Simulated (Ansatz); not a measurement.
# PBE against PBEsol: Be2Si, isotropic strain +0.51 %

Consider Be2Si (space group Fm-3m, No. 225; a = 5.284 Å; a model cell, its experimental status unchecked; relaxed with 0.1 eV smearing).

(Cell as relaxed with PBE.)

Levels (all Ansatz, an electronic-structure program, PAW): PBE (420 eV, no spin-orbit coupling); PBEsol (420 eV, no spin-orbit coupling).

Each level relaxes its own structure.

```tsv
base	PBE	PBEsol
volume per atom	12.29 Å³	12.13 Å³
lattice parameter a	528.4 pm	526.0 pm
band gap	zero	zero
```

Modification: an isotropic linear strain of +0.51 %; the atoms relax in the strained cell.

| quantity | PBE | PBEsol |
|---|---|---|
| energy relative to the base (free energy F) | +0.9 meV/atom | ___ |
| pressure | -1.5 GPa | ___ |
| band gap | zero | ___ |

Question: Given the PBE results, estimate those of PBEsol.

Answer: 
- energy relative to the base (free energy F), PBEsol: +0.9 meV/atom
- pressure, PBEsol: -1.5 GPa
- band gap, PBEsol: zero

The two agree on the energy relative to the base, pressure and band gap. Neither level is exact; PBEsol is the comparison here, not a measurement.

Whether these cells are dynamically stable was not tested. The final runs are not spin-polarised.
